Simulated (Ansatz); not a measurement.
Base system: Hf in the hcp (Mg type) structure (space group P6_3/mmc, No. 194; relaxed with 0.1 eV smearing).

```xyz
2
Lattice="3.1982 0.0000 0.0000 -1.5991 2.7697 0.0000 0.0000 0.0000 5.0489" Properties=species:S:1:pos:R:3 pbc="T T T"
Hf     0.0000     1.8465     3.7867
Hf     1.5991     0.9232     1.2622
```

Cartesian axes are those of the cell as printed.

Calculations: r2SCAN/PAW in Ansatz (an electronic-structure program), no spin-orbit coupling, earlier PAW set.

One thing is altered: tensor shear ε_xy = −1.96 % (engineering shear γ = -0.0392), atoms relaxed at fixed cell.

Predict the new energy relative to the base.

The energy increases by 6.0 meV/atom.

Estimate the effect on the stress.

The stress (xx, yy, zz, yz, xz, xy; compression positive) comes out as (0.1, 0.2, -0.1, 0.0, 0.0, 2.2) GPa.

What does the calculation give for the largest internal atomic displacement after the change?

The largest internal atomic displacement amounts to 0.029 Å.

The cells carry an imposed strain or load. No phonon test of stability was made. All final runs are without spin polarisation.
